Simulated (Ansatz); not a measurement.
**CuI: response to strain**

The reference is CuI in the zinc blende structure (space group F-43m, No. 216).

```cif
data_CuI
_chemical_formula_sum 'Cu1 I1'
_space_group_name_H-M_alt 'P 1'
_space_group_IT_number 1
_cell_length_a 4.14498
_cell_length_b 4.14498
_cell_length_c 4.14498
_cell_angle_alpha 60.000
_cell_angle_beta 60.000
_cell_angle_gamma 60.000
loop_
_space_group_symop_operation_xyz
  'x, y, z'
loop_
_atom_site_label
_atom_site_type_symbol
_atom_site_fract_x
_atom_site_fract_y
_atom_site_fract_z
_atom_site_occupancy
Cu1 Cu 0.00000 0.00000 0.00000 1
I1 I 0.25000 0.25000 0.25000 1
```

Strains are applied to the cell and any free atomic positions relax.

Method: LDA, PAW, 420 eV (Ansatz, a first-principles code; no spin-orbit coupling).

```csv
isotropic strain (%),band gap (eV)
-3,1.52
-2.5,1.47
-1.5,1.36
-1,1.32
0,1.22
0.5,1.18
1,?
2,1.05
2.5,1.01
```

Problem. Fit E_g = E₀ + Dε (ε in %) to the rows shown and predict the withheld row.

Solution. Least squares on the printed values gives E₀ = 1.23 eV, D = -92.6 meV per % of strain (largest residual 0.01 eV); this predicts 1.14 eV, and the run gives 1.13 eV, in agreement.

Spin-orbit coupling, missing from the scalar runs, can matter with I. Whether these cells are dynamically stable was not tested. The final runs are not spin-polarised.
